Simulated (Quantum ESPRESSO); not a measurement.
A self-consistent single point of TePb2Se (P1, 4 atoms in the cell) with Quantum ESPRESSO.

Computed with LDA (PZ), GBRV 1.5 ultrasoft (LDA) pseudopotentials (plane waves; Quantum ESPRESSO).

```yaml
crystal:
  lattice:
    - [2.24710, 1.29736, 7.33500]
    - [-2.24710, 1.29736, 7.33500]
    - [0.00000, -2.59473, 7.33500]
  atoms:
    - { symbol: Te, position: [0.49703, 0.50014, 0.50321] }
    - { symbol: Pb, position: [0.75391, 0.73928, 0.74052] }
    - { symbol: Pb, position: [0.25232, 0.25663, 0.25605] }
    - { symbol: Se, position: [0.99674, 0.00395, 0.00021] }
```

Reference input (self-consistent single point, DFT, LDA (PZ), plane waves, GBRV 1.5 ultrasoft (LDA) pseudopotentials): ecutwfc = 40 Ry; ecutrho = 200 Ry; occupations = fixed; potentials = {Te: te_lda_v1.uspp.F.UPF, Pb: pb_lda_v1.uspp.F.UPF, Se: se_lda_v1.uspp.F.UPF}; K_POINTS = automatic 3 3 3 0 0 0; nbnd = 24; conv_thr = 1e-11 Ry; mixing_beta = 0.4. This run's input differs from it in these lines:

```diff
@@ -37,3 +37,3 @@
 K_POINTS automatic
-3 3 3  0 0 0
+4 4 4  0 0 0
```

Output, abridged:

```
     Self-consistent Calculation

     iteration #  1     ecut=    40.00 Ry     beta= 0.40

---- Real-time Memory Report at c_bands before calling an iterative solver
           188 MiB given to the printing process from OS
           100 MiB allocation reported by mallinfo(arena+hblkhd)
------------------

     Threshold (ethr) on eigenvalues was too large:
     Diagonalizing with lowered threshold

---- Real-time Memory Report at c_bands before calling an iterative solver
           246 MiB given to the printing process from OS
           111 MiB allocation reported by mallinfo(arena+hblkhd)
------------------

   [... lines left out ...]
           259 MiB given to the printing process from OS
           124 MiB allocation reported by mallinfo(arena+hblkhd)
------------------

     negative rho (up, down):  3.133E-02 0.000E+00

     total energy              =    -397.90943367 Ry
     estimated scf accuracy    <          2.2E-11 Ry

     iteration # 14     ecut=    40.00 Ry     beta= 0.40

---- Real-time Memory Report at c_bands before calling an iterative solver
           259 MiB given to the printing process from OS
           124 MiB allocation reported by mallinfo(arena+hblkhd)
------------------

     negative rho (up, down):  3.133E-02 0.000E+00
     End of self-consistent calculation

     highest occupied, lowest unoccupied level (ev):     6.9865    7.4774

!    total energy              =    -397.90943367 Ry
     estimated scf accuracy    <          2.8E-12 Ry

     convergence has been achieved in  14 iterations

     negative rho (up, down):  3.133E-02 0.000E+00

     Forces acting on atoms (cartesian axes, Ry/au):

     atom    1 type  1   force =    -0.00082434    0.00086535    0.00067300
     atom    2 type  2   force =    -0.00116668   -0.00054658    0.00051000
     atom    3 type  2   force =     0.00206795    0.00086346   -0.00110617
     atom    4 type  3   force =    -0.00007693   -0.00118223   -0.00007683

     Total force =     0.003385     Total SCF correction =     0.000006

     negative rho (up, down):  3.133E-02 0.000E+00
          total   stress  (Ry/bohr**3)                   (kbar)     P=      -32.93
  -0.00022114   0.00000268   0.00000193          -32.53        0.39        0.28
   0.00000268  -0.00022394   0.00000101            0.39      -32.94        0.15
   0.00000193   0.00000101  -0.00022647            0.28        0.15      -33.32

   JOB DONE.
```

The run converged in 14 iterations. Against the reference run the free energy drops by 3.3 meV/atom, the pressure stays near -3.29 GPa while the zz stress (positive for compression) goes from -3.85 to -3.33 GPa, the largest force moves little (0.066 to 0.064 eV/Å) and the gap on the mesh goes from 0.560 to 0.491 eV. The full log also holds: “c_bands:  1 eigenvalues not converged”.

The starting cell comes from a database of computed structures (which also holds hypothetical and non-ambient phases and stackings), without a prior relaxation at this level. Its atoms were displaced at random from the sites of space group no. 166. Spin-orbit coupling is off. With a pressure of about -3 GPa the cell is away from its equilibrium volume at this level.

Cost on one core of a shared machine: roughly 3 min.
